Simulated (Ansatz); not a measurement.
# CdF2: response to strain

The reference is CdF₂ in the fluorite structure (space group Fm-3m, No. 225; a = 5.4815 Å).

Strains are applied to the cell and any free atomic positions relax.

Level of theory: Ansatz (an electronic-structure program), PBE, PAW, cutoff 420 eV, scalar-relativistic without spin-orbit coupling.

Candidates:
(a) isotropic strain −2.00 %
(b) isotropic strain −2.50 %
(c) isotropic strain −0.50 %

Notes on the quantities. energy relative to the base: free energy F.

Order them by energy relative to the base, highest first.

(b) isotropic strain −2.50 % (+25 meV/atom), (a) isotropic strain −2.00 % (+16 meV/atom), (c) isotropic strain −0.50 % (+0.9 meV/atom)

Stability against distortions was not tested.
